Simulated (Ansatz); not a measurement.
```xyz
2
Lattice="4.0045 0.0000 0.0000 0.0000 4.0045 0.0000 2.0023 -2.0023 2.7933" Properties=species:S:1:pos:R:3 pbc="T T T"
Cl     0.0000     0.0000     0.0000
Na     2.0023     2.0023     0.0000
```

No spin polarisation.

The values are results of plane-wave PAW DFT at the r2SCAN level (Ansatz, a program for electronic structure, 500 eV), scalar-relativistic without spin-orbit coupling, not measurements. Settings: 10×10×10 k-points, 0.05 eV Fermi–Dirac smearing.

Q: Estimate the mean in-plane stress (compression positive).

A: -0.6 GPa.

Q: What is the computed band gap?

A: 5.90 eV.

Q: What space group does the calculation give?

A: I4/mmm (No. 139).

Q: What is the computed gap character?

A: Direct at Γ.

The cells carry an imposed strain or load. Whether these cells are dynamically stable was not tested. The cell was made from NaCl in the rock salt structure (space group Fm-3m, No. 225) by this change: biaxial strain +0.99 %, plane normal [001], relaxed out of plane.
